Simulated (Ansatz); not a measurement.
Partial pair distribution functions of a relaxed model of amorphous Ti₂₀O₄₂Hf, broadened by 0.06 Å; density 3.88 g/cm³. Method: PBE, scalar-relativistic without spin-orbit coupling (plane waves to 420 eV, PAW; Ansatz, a quantum-chemistry and plane-wave program).

A CHGNet melt-quench gave the starting glass, which DFT then relaxed. O atoms were pushed apart under 1.9 Å during the dynamics, to hinder bonds among them. The hot cell started wider than the set density and was brought back towards it in steps. It is the lowest in DFT energy of 2 quenches. It is a model cell: composition and starting density were chosen by hand, and all elements were melted together. No dispersion term was used. Its density started from a set value of 3.88 and ended at 3.88 g/cm³. The quench (nominally 240 K/ps over its main leg) was far faster than any real one, so the model tends to hold more defects than a real film. One small periodic cell is one sample of the glass; other quenches scatter about these values. The volume was held where the preparation left it and the shape relaxed, at a PBE pressure of 1.9 GPa. Stress components on the final sampling reach 2.0 GPa.

```
r (Å)  g Ti-O  g O-Hf  g Ti-Ti  g O-O
-----  ------  ------  -------  -----
1.55     0.00    0.00     0.00   0.00
1.65     0.21    0.00     0.00   0.00
1.75     3.15    0.00     0.00   0.00
1.85     6.72    0.13     0.00   0.00
1.95     5.21    2.69     0.00   0.00
2.05     3.14    7.58     0.00   0.00
2.15     1.60    6.83     0.00   0.00
2.25     0.45    2.60     0.00   0.00
2.35     0.15    0.13     0.00   0.10
2.45     0.15    0.00     0.00   0.78
2.55     0.02    0.00     0.00   1.60
2.65     0.10    0.00     0.00   1.94
2.75     0.17    0.00     0.05   2.97
2.85     0.15    0.00     0.71   3.47
2.95     0.18    0.00     1.76   2.81
3.05     0.25    0.00     1.81   1.77
3.15     0.41    0.00     0.80   1.34
3.25     0.41    0.00     1.77   0.85
3.35     0.56    0.09     2.97   0.56
3.45     0.70    1.67     2.55   0.52
3.55     0.97    2.65     2.18   0.56
3.65     1.10    0.91     1.86   0.52
3.75     1.56    0.81     1.15   0.60
3.85     1.46    2.34     0.96   0.82
3.95     1.28    1.93     0.66   0.87
4.05     1.45    1.41     0.28   0.83
4.15     1.35    0.70     0.37   0.70
4.25     1.53    0.94     0.68   0.51
4.35     1.52    1.10     0.63   0.52
```

Within 2.52 Å each Ti has 5.30 O neighbours on average.
